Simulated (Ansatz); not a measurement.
HoPd₃ (Pm-3m, No. 221) was calculated with r²SCAN (PAW; Ansatz, a quantum-chemistry and plane-wave program).

Settings: plane-wave cutoff 500 eV, 14×14×14 k mesh, Fermi–Dirac smearing 0.1 eV, spin-polarised start, scalar-relativistic PAW data made under PBE.

Computed at the level's own relaxed cell.

### Question
What does this level give for the volume per atom and lattice parameter a?

### Answer

- volume per atom: 17.02 Å³/atom
- lattice parameter a: 4.083 Å

Note: the magnetic order was assumed, not searched for or taken from measurement; the 4f shell is treated without U or exact exchange, so its levels and filling can be wrong.

Spin–orbit coupling is not included.

The computed numbers hold no vibrational or temperature effects.

Cost on a shared machine: about 7 core-minutes (a rough figure).
